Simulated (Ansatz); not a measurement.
The starting structures come from a database of crystals and need not be the phases stable at ambient conditions.

 Where the default PAW files enter, the runs use the earlier of Ansatz's two default sets.

Tunnelling through a barrier is set by its complex band structure: the current falls as exp(−2κd) with the smallest κ.

Data:

```yaml
crystal:
  lattice:
    - [3.99664, 0.00000, 0.00000]
    - [0.00000, 6.58677, 0.00000]
    - [1.99832, 0.00000, 3.46119]
  atoms:
    - { symbol: Be, position: [0.66667, 0.49957, 0.66667] }
    - { symbol: Be, position: [0.33333, 0.99957, 0.33333] }
    - { symbol: Te, position: [0.66667, 0.12543, 0.66667] }
    - { symbol: Te, position: [0.33333, 0.62543, 0.33333] }
```

Space group of this cell: P6_3mc, wurtzite. The cell is taken as given.

Transport runs along the normal of the first two printed cell vectors, the (100) plane of the conventional cell.

No gap correction and no spin-orbit coupling; mid-gap values are interpolated between computed energies.

Problem. State the band gap and the smallest decay constant κ at mid-gap according to Ansatz (a program for electronic structure) with r2SCAN.

Solution. Gap 2.59 eV on a 10×6×10 mesh; κ = 0.201 1/Å, at the zone centre.
